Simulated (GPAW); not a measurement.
## Pressure against volume in TiO2 (space group 141) (GPAW, LDA)

```yaml
crystal:
  lattice:
    - [-1.81889, 1.81889, 4.57006]
    - [1.81889, -1.81889, 4.57006]
    - [1.81889, 1.81889, -4.57006]
  atoms:
    - { symbol: Ti, position: [0.75000, 0.25000, 0.50000] }
    - { symbol: Ti, position: [0.00000, 0.00000, 0.00000] }
    - { symbol: O, position: [0.54200, 0.04200, 0.50000] }
    - { symbol: O, position: [0.79200, 0.79200, 0.00000] }
    - { symbol: O, position: [0.20800, 0.20800, 0.00000] }
    - { symbol: O, position: [0.95800, 0.45800, 0.50000] }
```

Method: LDA (Perdew-Wang 92), GPAW PAW datasets LDA (gpaw-data 1.0.1) (plane waves; GPAW 25.7.0). Settings: mode = pw; ecut = 1040 eV; xc = LDA; kpts = 10 10 10; mesh shift (steps) = 0 0 0; occupations.name = fermi-dirac; occupations.width = 0.01 eV; nbands = -6; convergence.density = 1e-05 e/electron; convergence.energy = 1e-05 eV/electron; convergence.bands = -4; symmetry.symmorphic = false; symmetry.tolerance = 0.0005; maxiter = 100. The cell above is the first row's. The rows scale it uniformly. In all rows fractional positions and the k mesh are held.

| V (Å^3/atom) | P (GPa) |
|---|---|
| 10.0797 | ? |
| 10.2988 | 20.44 |
| 10.5179 | 13.99 |
| 10.7370 | 8.19 |
| 10.9562 | 2.95 |
| 11.1753 | -1.77 |
| 11.3944 | -6.03 |
| 11.6135 | -9.87 |

The 7 complete rows are fitted with a cubic, P against V. With u = V - 11.0, the rows have u = -0.7012, -0.4821, -0.2630, -0.0438, 0.1753, 0.3944, 0.6135. Least squares gives P = 1.964 - 22.2064·u + 5.2865·u² - 0.8774·u³. Residuals (row less fit): 0.003, -0.007, 0.004, 0.003, 0.001, -0.004, 0.002; standard error 0.006 (degrees of freedom: 3). The fitted pressure is zero at V0 = 11.09, where dP/dV = -21.27, so B0 = -V0·dP/dV = 236 GPa.

Q: Predict the withheld P at V = 10.0797 from the fit, and compare with the calculation.

A: u = -0.9203, so P = 1.964 - 22.2064 × (-0.9203) + 5.2865 × (-0.9203)² - 0.8774 × (-0.9203)³ = 27.562 GPa. The calculation gives 27.57 GPa, 0.008 GPa above the prediction (under 0.05 % of the range of P in the table). The row lies outside the fitted rows, so this is an extrapolation. From the scatter of the fitted rows alone, a prediction at this place has a standard error of 0.018 GPa, so the miss is 0.4 times that.

Carrying the step between the two nearest rows on in a straight line would have given 26.89, off by 0.68; series whose last step already gives the withheld value aren't shown. The scan was laid around a cell of about the measured size, scaled by a guess for this functional; axis ratios and inner coordinates come from that cell. This is a metastable polymorph. The runs keep the symmetry of the cell, so they don't test it for distortions. The shape of the cell and the inner coordinates aren't relaxed, so V0 and B0 belong to this uniform scaling; a relaxed crystal lies no higher in energy and is usually softer (forces reach 0.78 eV/Å in these rows). 1 of the planned runs didn't end soundly and are left out. Cutoffs and mesh are single choices, not tested for convergence of this quantity. Series with a scatter that would blur these digits, or in which a gap closes, are not shown.
